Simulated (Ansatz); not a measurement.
Structures of equal composition on the (111)B surface of zinc-blende GaAs (As plane on top): 2x2 In adatom at H3; 2x2 In adatom at T4. The slabs share one bottom face, and each structure is named by its start. These are constructed structures in small cells; real faces may alloy, dewet or reconstruct in larger ones, and not all known structures of the face are among them. Slabs of about 14 Å with all that they carry, Fermi-Dirac smearing of 0.025 eV. Bottom of the slabs: H caps. Relaxed from the named starts with such symmetry as they have, on meshes of like density; energies extrapolated to zero smearing; no spin-orbit coupling, no U. Spin-polarised runs, if any, are marked in brackets, and their order is one that fits the cell; the others ran without spin. Where a second, spin-polarised start was run, the lower counts.

Host crystal: zinc-blende GaAs, with a band gap (PBE, scalar-relativistic without spin-orbit coupling).

These are r2SCAN, at the PBE geometry (plane waves to 500 eV, PAW; Ansatz, a quantum-chemistry and plane-wave program) values and carry that method's errors.

Question: Rank these by energy per 1x1 cell (lowest first), as r2SCAN, at the PBE geometry gives it.

Answer: 2x2 In adatom at H3 (0.000 eV, a narrow gap of 0.13 eV by band count), 2x2 In adatom at T4 (0.023 eV, a narrow gap of 0.17 eV by band count)
